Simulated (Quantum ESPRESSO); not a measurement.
A user runs Quantum ESPRESSO on Zn6Mo (Fm-3m, 7 atoms in the cell) and asks whether the run is sound. The aim is a self-consistent single point with DFT, LDA (PZ), plane waves, PSlibrary PAW (LDA) pseudopotentials.

Cell that was meant: a = 5.3934 Å, b = 5.3934 Å, c = 5.3934 Å, α = 60.00°, β = 60.00°, γ = 60.00°.

Part of the input:

```fortran
  tstress = .true.,
/
&SYSTEM
  ibrav = 1,
  A = 7.6274400000,
  nat = 7,
  ntyp = 2,
```

Output, abridged:

```
     file Zn.pz-dn-kjpaw_psl.1.0.0.UPF: wavefunction(s)  4S 3D renormalized
   [... lines left out ...]
        k(    1) = (   0.0000000   0.0000000   0.0000000), wk =   0.0160000
        k(    2) = (   0.0000000   0.0000000   0.2000000), wk =   0.0960000
        k(    3) = (   0.0000000   0.0000000   0.4000000), wk =   0.0960000
   [... 7 lines left out ...]

     Dense  grid:   302947 G-vectors     FFT dimensions: (  90,  90,  90)

     Smooth grid:   164853 G-vectors     FFT dimensions: (  72,  72,  72)

     Initial potential from superposition of free atoms

     starting charge      85.9833, renormalised to      86.0000
     Self-consistent Calculation

     iteration #  1     ecut=    55.00 Ry     beta= 0.40

---- Real-time Memory Report at c_bands before calling an iterative solver
          1024 MiB given to the printing process from OS
           375 MiB allocation reported by mallinfo(arena+hblkhd)
------------------

     Threshold (ethr) on eigenvalues was too large:
     Diagonalizing with lowered threshold

---- Real-time Memory Report at c_bands before calling an iterative solver
          1251 MiB given to the printing process from OS
   [... lines left out ...]

---- Real-time Memory Report at c_bands before calling an iterative solver
          1303 MiB given to the printing process from OS
           448 MiB allocation reported by mallinfo(arena+hblkhd)
------------------

     total energy              =   -1784.39555392 Ry
     estimated scf accuracy    <          6.0E-09 Ry

     iteration # 14     ecut=    55.00 Ry     beta= 0.40

---- Real-time Memory Report at c_bands before calling an iterative solver
          1303 MiB given to the printing process from OS
           448 MiB allocation reported by mallinfo(arena+hblkhd)
------------------
     End of self-consistent calculation

     the Fermi energy is    -0.2471 ev

!    total energy              =   -1784.39555393 Ry
     estimated scf accuracy    <          3.9E-11 Ry
     smearing contrib. (-TS)   =      -0.05060627 Ry
     internal energy E=F+TS    =   -1784.34494766 Ry

      -> PAW hartree energy AE =     793.10137403 Ry
      -> PAW hartree energy PS =    -788.50313291 Ry
      -> PAW xc energy AE      =   -1061.13782606 Ry
      -> PAW xc energy PS      =     292.95980149 Ry
      -> total E_H with PAW    =     488.75041477 Ry
      -> total E_XC with PAW   =   -1063.70895826 Ry

     convergence has been achieved in  14 iterations

     Forces acting on atoms (cartesian axes, Ry/au):

   [... lines left out ...]

     Total force =     0.000000     Total SCF correction =     0.000000

          total   stress  (Ry/bohr**3)                   (kbar)     P=      -30.41
  -0.00020671   0.00000000   0.00000000          -30.41        0.00        0.00
   0.00000000  -0.00020671   0.00000000            0.00      -30.41        0.00
   0.00000000   0.00000000  -0.00020671            0.00        0.00      -30.41

   JOB DONE.
```

Task: Is anything amiss in this input, and did it matter?

Result: The run is not sound. The fault is the wrong Bravais lattice index (simple cubic typed for a centred lattice). The index decides the lattice vectors; simple cubic in place of a centred lattice gives a cell of another volume. To fix it, restore the lattice index. The run converged in 14 iterations without an error; against the sound input the free energy rises by 2.72 eV/atom and the pressure goes from -7.60 to -3.04 GPa.

The sound input it was made from differs as follows (other fixes are possible):
```diff
-  ibrav = 1,
+  ibrav = 2,
```

With that input, the run converged in 13 iterations: free energy E − TS -24296.9496 eV; Fermi level (on the code's own zero) 10.70 eV; pressure -7.60 GPa (DFT, LDA (PZ), plane waves, PSlibrary PAW (LDA) pseudopotentials).

On the sound input: the starting cell comes from a database of computed structures (which also holds hypothetical and non-ambient phases and stackings), without a prior relaxation at this level. Spin polarisation is off. With a pressure of about -8 GPa the cell is away from its equilibrium volume at this level.
